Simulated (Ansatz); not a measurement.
By hand: surface energy of the Fe(111) slab with 4 N, the mean of its two faces, with the listed reservoirs for the atoms in excess

We look at the surface energy of the Fe(111) slab with 4 N, the mean of its two faces, with the listed reservoirs for the atoms in excess. Reaction: 36 Fe (bcc) + 4 NH3 (gas) → cell A + 6 H2 (gas).

A: a slab of Fe (bcc, Im-3m) cut along (111), 40 atoms, hexagonal cell of 8.01 Å (55.6 Å²), symmetry P3m1 within 0.02 Å, 7.2 Å thick under 16 Å of vacuum, in-plane vectors held at the crystal's; planes from bottom to top: Fe4 × 9 | N4, its two faces unlike (dipole correction applied); added, foreign or displaced atoms, above the top plane: four times N bound to 1 Fe at 1.65 Å; spin state with PBE: parallel moments, net moment 85.4 μB a cell.

Method: Ansatz (an electronic-structure program), PAW, neutral cells at 0 K with nuclei at rest, on structures from PBE. Ansatz runs with its default PAW set. Other levels take these structures. The lattices are those relaxed with PBE, so at other levels the solids can be strained, which adds to the spread. Larger cells are relaxed from a start prepared with the learned potential CHGNet, on a coarser mesh till forces fall under 0.03 eV/Å, which some starts already meet. A dispersion term (D3(BJ), or D4 for r2SCAN) was computed beside these levels and is taken off wherever the name lacks it. The PAW files were made for PBE and serve at the other functionals too. Space groups of crystals are read within 0.01 Å. The d electrons get no Hubbard U. No search over spin orders was made beyond those shown. Cell A has symmetry P3m1 within 0.02 Å and got no random move, so less symmetric positions, which may lie lower, weren't tried.

Total energies of the cells in eV, at zero smearing width. They compare only within one column; the weights balance every element.

```csv
cell,atoms,weight,PBE,RPBE
A: Fe(111) slab with 4 N,40,+1,-162813.77817,-162994.35647
Fe (bcc),4,−9,-17921.94159,-17941.06225
H2 (gas),2,+6,-31.74439,-32.07150
NH3 (gas),4,−4,-432.63825,-434.67353
```

PBE: (-162813.77817) − 9 × (-17921.94159) + 6 × (-31.74439) − 4 × (-432.63825) = 23.7828 eV; dividing by 2 × 55.559 Å² and converting at 16.022 J/m² per eV/Å² gives 3.43 J/m².

RPBE: (-162994.35647) − 9 × (-17941.06225) + 6 × (-32.07150) − 4 × (-434.67353) = 21.4689 eV; dividing by 2 × 55.559 Å² and converting at 16.022 J/m² per eV/Å² gives 3.10 J/m².
